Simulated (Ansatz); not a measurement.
Consider ZnS in the zinc blende structure (space group F-43m, No. 216; a = 5.357 Å).

Computed with PBEsol/PAW in Ansatz (a quantum-chemistry and plane-wave program), no spin-orbit coupling.

Before the change:

Hole mass: 0.18, 0.68, 0.68 mₑ (at Γ)
Width of the top valence band: 2.86 eV
Band gap: 2.09 eV

It is then changed as follows: full substitution S → Se, then cell and atoms are relaxed.

Tabulated Pauling electronegativity and covalent radius: S 2.58, 1.05 Å; Se 2.55, 1.20 Å.

Q: Estimate the effect on the hole mass, width of the top valence band and band gap.

A: The hole mass (degenerate bands, along [100]) becomes 0.096, 0.58, 0.58 mₑ (at Γ) (base: 0.18, 0.68, 0.68 mₑ (at Γ)); the width of the top valence band falls by 0.07 eV to 2.79 eV; the band gap decreases by 0.85 eV (2.09 eV → 1.24 eV).

Effective masses come from finite differences of ±0.01 Å⁻¹. Whether these cells are dynamically stable was not tested.
